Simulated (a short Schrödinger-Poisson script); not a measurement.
Structure: gated Al0.4Ga0.6N/GaN polarisation-induced gas, at 300 K.

```csv
layer,material,thickness (nm),Na (cm⁻³)
1,Al0.4Ga0.6N,10,-
2,GaN,6000,5e15
```

Constants are typed, rounded textbook-type inputs, not results; the design itself was drawn at random and stands for no fabricated device. Al0.4Ga0.6N: permittivity 9.26, conduction-band edge (eV) 0.58, gap (eV) 4.258, electron mass (mₑ) 0.248, Nv at 300 K (cm⁻³) 4.6e19. GaN: permittivity 9.5, conduction-band edge (eV) 0, gap (eV) 3.43, Nv at 300 K (cm⁻³) 4.6e19.

Channel valleys (confinement mass, in-plane density-of-states mass, number): Γ 0.2, 0.2, 1. At the gate the conduction-band edge of layer 1 lies 1.36 eV − eVg above the Fermi level of the channel; the field vanishes at the back. Sheet of polarisation charge: +2e13 e/cm² at 10 nm from the gate. The barrier under the gate holds no holes. Gaps are held at their typed values at every temperature. Mesh 0.08 nm at interfaces.

From a short Schrödinger-Poisson script (our own, NumPy): 1D Poisson equation in equilibrium, electrons quantum, Hartree (BenDaniel-Duke, 40 states a valley, the channel's in-plane mass for all, wave functions free to enter the barrier), parabolic valleys, classical holes, full ionisation, no traps, pinning or gate leakage.

The same stack at other levels of the model or other numerical settings:

```csv
run,sheet density of all electrons at Vg = 0.5 V (cm⁻²),sheet density of all electrons at Vg = -2 V (cm⁻²),capacitance at Vg = 0.5 V (μF/cm²),centroid of the channel electrons at Vg = 0.5 V (nm),rough cost against the base
base,1.57e13,4.25e12,0.756,1.71,about 1
"electrons treated as classical, Boltzmann",1.73e13,4.84e12,0.804,0.53,0.02
"electrons treated as classical, Fermi-Dirac",1.57e13,4.47e12,0.734,1.49,0.1
"electrons treated as quantum, Hartree plus LDA exchange-correlation",1.59e13,4.40e12,0.760,1.57,2
mesh six times as coarse,1.57e13,4.24e12,0.757,1.65,0.3
one subband a valley,1.56e13,4.23e12,0.749,1.33,0.4
```

The classical rows ignore confinement, and Boltzmann statistics overrate the density once the band edge passes the Fermi level.
